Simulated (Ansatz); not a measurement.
The reference is GaN (space group P6_422, No. 181; a = 3.125 Å, c = 7.359 Å; a hypothetical phase, not in the database extracts checked). Axes: x lies along a and z along c of the hexagonal cell.

Now apply this change: the cell is compressed by 2.09 % along z with no lateral relaxation; the atoms relax in the strained cell.

Levels (all Ansatz, a program for electronic structure, PAW): PBEsol (420 eV, no spin-orbit coupling); r2SCAN (500 eV, no spin-orbit coupling); HSE06 (420 eV, spin-orbit coupling left out).

One geometry, relaxed with PBEsol, under each level:

```json
[
 {"level": "PBEsol", "band gap": "1.57 eV", "lowest conduction level above the VBM at special points": "Γ 1.57 eV; M 2.99 eV; A 3.33 eV; L 3.57 eV", "pressure": "5.03 GPa"},
 {"level": "r2SCAN", "band gap": "(withheld)", "lowest conduction level above the VBM at special points": "(withheld)", "pressure": "(withheld)"},
 {"level": "HSE06", "band gap": "2.81 eV", "lowest conduction level above the VBM at special points": "Γ 2.81 eV; M 4.24 eV; A 4.61 eV", "pressure": "–"}
]
```

Problem. Give the withheld r2SCAN results.

Solution. 
- r2SCAN, band gap: 2.02 eV
- r2SCAN, lowest conduction level above the VBM at special points: Γ 2.02 eV; M 3.56 eV; A 3.81 eV; L 4.16 eV
- r2SCAN, pressure: 5.62 GPa

Single points use the geometry relaxed with PBEsol. Their cutoffs differ, which shifts pressures a little. The hybrid gap comes from the SCF mesh plus the semilocal run's edge points and a few special points and is an upper bound. Whether these cells are dynamically stable was not tested. The base started in P3_121 and relaxed to P6_422 at this level.
